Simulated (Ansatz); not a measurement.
Consider SiC in the wurtzite structure (space group P6_3mc, No. 186; a = 3.056 Å, c = 5.016 Å). Axes: x lies along a and z along c of the hexagonal cell.

The values are results of Kohn–Sham DFT with the LDA functional, run in Ansatz (a quantum-chemistry and plane-wave program) with PAW and 420 eV plane waves, spin-orbit coupling left out, not measurements.

For the base:

| Item | Value |
|---|---|
| Valence-band top at Γ | 0.00, 0.00, -0.11 eV |

Modification: biaxial strain −0.60 %, plane normal [001], relaxed out of plane (Cartesian); in-plane vectors clamped, the third vector and the atoms free.

**Question.** How does this affect the valence-band top at Γ?

**Answer.** The valence-band top at Γ (three highest levels, from the VBM) changes from 0.00, 0.00, -0.11 eV to 0.00, 0.00, -0.19 eV.

**Question.** Predict the new in-plane stress.

**Answer.** The mean in-plane stress (compression positive) comes out as +3.8 GPa.

The levels and masses belong to the bands next to the band gap. No phonon test of stability was made.
